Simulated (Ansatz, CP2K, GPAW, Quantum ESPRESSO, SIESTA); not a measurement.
**One structure in several programs: ZnHg3 (Fm-3m, 4 atoms in the cell)**

Self-consistent single point.

```
CELL_PARAMETERS angstrom
      0.00000     3.67772     3.67772
      3.67772     0.00000     3.67772
      3.67772     3.67772     0.00000
ATOMIC_POSITIONS crystal
  Zn 0.00000 0.00000 0.00000
  Hg 0.25000 0.25000 0.25000
  Hg 0.75000 0.75000 0.75000
  Hg 0.50000 0.50000 0.50000
```

Shared settings, as Ansatz (an electronic-structure program) writes them: kpoints.mp_grid.grid = 8 8 8; scf.occupations.method = gaussian; scf.occupations.width = 0.2 eV. Potentials and cutoffs stand in the table.

```tsv
code	model	pressure (GPa)	cutoff
GPAW	LDA (Perdew-Wang 92), GPAW PAW datasets LDA (gpaw-data 1.0.1)	-5.75	800 eV
CP2K	LDA (Pade form), GPW, DZVP-MOLOPT-SR-GTH basis, GTH-PADE potentials (GTH_POTENTIALS)	-5.55	grid 600 Ry
SIESTA	LDA PW92, numerical atomic orbitals DZP, PseudoDojo LDA standard norm-conserving potentials (rewritten from UPF to PSML)	-12.22	grid 400 Ry
Quantum ESPRESSO	LDA (PZ), GBRV 1.5 ultrasoft (LDA) pseudopotentials	-6.00	50 Ry
Ansatz	LDA (PW92), PAW files made with PBE	-5.87	420 eV
```

On Ansatz's run: spin-orbit coupling is off.

The spread over the programs that give each value: pressure within 6.67 GPa.

CP2K and SIESTA use small atom-centred bases, whose incompleteness enters pressures, forces and empty levels differently from a plane-wave cutoff. Ansatz's pressure is given at a fixed set of plane waves, as the other plane-wave codes print theirs; with its correction for the finite basis it is -5.82 GPa. The same LDA comes in different parametrisations, which differ slightly. In the pressure, SIESTA (by 6.35) lies more than 1 GPa from the median of the plane-wave programs.

The starting cell comes from a database of computed structures (which also holds hypothetical and non-ambient phases and stackings), without a prior relaxation at this level. Its lattice was rescaled by a random factor within 2.5 % of one.

Left out of this page: Elk and FLEUR (not drawn, or without a comparable value).

Keys are those of Ansatz 0.2.
